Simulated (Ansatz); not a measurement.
Base system: InP (space group P4_2/mnm, No. 136; a = 7.1750 Å, c = 4.1627 Å; a hypothetical phase, not in the database extracts checked). Axes: x, y, z lie along a, b, c of the conventional cell.

One thing is altered: tensor shear ε_xz = −0.60 % (engineering shear γ = -0.0120); the atoms relax in the strained cell.

Levels (all Ansatz, an electronic-structure program, PAW): PBEsol (420 eV, no spin-orbit coupling); PBEsol+SOC (420 eV, noncollinear with spin-orbit coupling).

The geometry is relaxed with PBEsol.

| Property | Value |
|---|---|
| PBEsol valence-band top at Γ | 0.00, -0.01, -0.08 eV |
| PBEsol band gap | 0.70 eV |
| PBEsol electron mass | 0.056 mₑ along z, 0.061 mₑ across (at Γ) |

With PBEsol+SOC at the same geometry, the valence-band top at Γ (three highest Kramers pairs, from the VBM) becomes 0.00, -0.04, -0.13 eV (PBEsol: 0.00, -0.01, -0.08 eV); the band gap falls by 0.02 eV, from 0.70 eV to 0.68 eV; the electron mass changes from 0.056 mₑ along z, 0.061 mₑ across (at Γ) to 0.056 mₑ along z, 0.062 mₑ across (at Γ).

Single points use the geometry relaxed with PBEsol. Differences between runs with and without spin-orbit coupling are approximate. Masses are band curvatures over ±0.01 Å⁻¹ around the edge. No phonon test of stability was made.
